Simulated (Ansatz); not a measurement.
## Ce under a change: Lu on a Ce site, symmetric start

Take a 12-atom supercell of Ce in the fcc (Cu type) structure (space group Fm-3m, No. 225; a = 4.5818 Å) at its relaxed geometry as the base.

Modification: a neutral Lu on a Ce site, symmetric start, atoms relaxed at fixed cell.

Calculations: PBEsol (Ansatz, an electronic-structure program; PAW; 420 eV plane waves; no spin-orbit coupling), earlier PAW set. k-mesh 6×5×6 (Γ-centred); smearing 0.05 eV (Fermi–Dirac).

The pressure grows by 0.9 GPa (-0.1 GPa → 0.8 GPa) and the energy gained by relaxation is 0.00 eV. The largest displacement of a host atom from its site in the perfect cell is 0.01 Å and the mean distance from the defect site to its nearest host atoms is still 3.24 Å.

Cost of the whole job for the changed cell (relaxation, final SCF and bands): around 22 core-minutes (rough).

Other magnetic orders, which the real material may have, were not ruled out. Open 4f shells without U are poorly described, and the f state was not checked. The cell is small, so the values are those of an ordered compound at a high defect concentration; dilute-limit values will differ. The defect started on the symmetric site and kept its symmetry, so it may sit on a saddle. Starting moments died away, wholly or in part, for Lu on a Ce site and the base; another magnetic solution may exist. Spin-polarised in the final run: Lu on a Ce site; the other runs are not. The defect cell is spin-polarised and ends with 0.0 μB.
